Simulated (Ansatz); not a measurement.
CdTe (F-43m) under uniaxial stress along [111] (compression positive): band gap by r2SCAN with spin-orbit coupling, rigid bands (plane waves, PAW; Ansatz, a program for electronic structure). The unloaded cell, whose axes the loads refer to:

```
CELL_PARAMETERS angstrom
      0.00000     3.24465     3.24465
      3.24465     0.00000     3.24465
      3.24465     3.24465     0.00000
ATOMIC_POSITIONS crystal
  Cd 0.00000 0.00000 0.00000
  Te 0.25000 0.25000 0.25000
```

```json
[
 {"uniaxial stress along [111] (compression positive) (GPa)": "-3.5", "volume per atom (Å³)": "35.15", "band gap (eV)": "0.66"},
 {"uniaxial stress along [111] (compression positive) (GPa)": "-2.5", "volume per atom (Å³)": "34.85", "band gap (eV)": "0.78"},
 {"uniaxial stress along [111] (compression positive) (GPa)": "-1.5", "volume per atom (Å³)": "34.57", "band gap (eV)": "0.88"},
 {"uniaxial stress along [111] (compression positive) (GPa)": "0", "volume per atom (Å³)": "34.16", "band gap (eV)": "1.01"},
 {"uniaxial stress along [111] (compression positive) (GPa)": "0.5", "volume per atom (Å³)": "34.02", "band gap (eV)": "0.99"},
 {"uniaxial stress along [111] (compression positive) (GPa)": "1.5", "volume per atom (Å³)": "33.73", "band gap (eV)": "?"}
]
```

Fit a straight line to band gap against the load over the rows given, and predict the row at 1.5 GPa.

The means are x̄ = -1.400 GPa and ȳ = 0.8640; Σ(x − x̄)(y − ȳ) = 0.9630 and Σ(x − x̄)² = 11.20, so the slope is 86.0 meV per GPa, and the rows given lie within 37 meV of the line. At 1.5 GPa the line gives 1.11 eV; the calculation gives 0.95 eV, 17 % from it, so the trend bends or changes character over this range.

 Stresses and pressures are the targets of the relaxation. Gaps are resolved to about 0.01 eV. The structure type is held at every load. Geometry: cell and atoms relaxed with PBEsol.
